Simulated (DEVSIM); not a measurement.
System: Si p+/n-/n+ power diode, at 300 K.

```
layer (left to right)  material  thickness (μm)  Nd (cm⁻³)  Na (cm⁻³)  τn (s)  τp (s)
---------------------  --------  --------------  ---------  ---------  ------  ------
1                            Si            1.90          -     3.4e18  8.2e-7  8.2e-7
2                            Si            40.0     5.8e14          -  8.2e-7  8.2e-7
3                            Si            8.00     2.4e18          -  8.2e-7  8.2e-7
```

Left contact: ohmic. Right contact: ohmic. Voltage is applied to the left contact. Recombination: SRH at mid-gap, radiative. Mobility is μmin + (μ − μmin)/(1 + (N/Nref)^α).

Constants are typed, rounded textbook-type inputs, not results; the design itself was drawn at random and stands for no fabricated device. Values at 300 K; Nc and Nv go as T^1.5, mobilities as T to minus their exponent, the gap by Varshni's rule with the affinity fixed. The table also holds parameters that only a changed run uses.

```
parameter               Si
----------------  --------
gap (eV)             1.124
affinity (eV)         4.05
permittivity          11.7
Nc (cm⁻³)          2.86e19
Nv (cm⁻³)           3.1e19
μn (cm²/Vs)           1417
μp (cm²/Vs)            470
μn,min                  52
μp,min                  45
Nref,n              9.7e16
Nref,p              2.2e17
αn                    0.68
αp                    0.72
T exponent of μn       2.3
T exponent of μp       2.2
B (cm³/s)          4.7e-15
Cn (cm⁶/s)         2.8e-31
Cp (cm⁶/s)         9.9e-32
Varshni α (eV/K)  0.000473
Varshni β (K)          636
```

Simulated with DEVSIM: 1D drift-diffusion, Boltzmann statistics, complete ionisation; no tunnelling, impact ionisation, image-force lowering or self-heating.

Base results: dark forward voltage at 1 A/cm² (V) 0.649; potential step across the device at zero bias (V) 1.003; dark forward voltage at 100 A/cm² (V) 0.866.

### Question
What follows from this one change: temperature 300 → 500 K?

### Answer
dark forward voltage at 1 A/cm² 0.649 → 0.227 V; potential step across the device at zero bias 1.003 → 0.797 V; dark forward voltage at 100 A/cm² 0.866 → 0.588 V.

### Question
What follows from this one change: thickness of layer 2 40 → 200 μm?

### Answer
dark forward voltage at 1 A/cm² 0.649 → 0.707 V; potential step across the device at zero bias little changed (1.003 V); dark forward voltage at 100 A/cm² 0.866 → 1.019 V.

### Question
What follows from this one change: thickness of layer 1 1.9 → 0.66 μm?

### Answer
dark forward voltage at 1 A/cm² little changed (0.649 V); potential step across the device at zero bias little changed (1.003 V); dark forward voltage at 100 A/cm² 0.866 → 0.854 V.

### Question
What follows from this one change: constant mobility in place of the doping-dependent one?

### Answer
dark forward voltage at 1 A/cm² little changed (0.646 V); potential step across the device at zero bias little changed (1.003 V); dark forward voltage at 100 A/cm² 0.866 → 0.837 V.
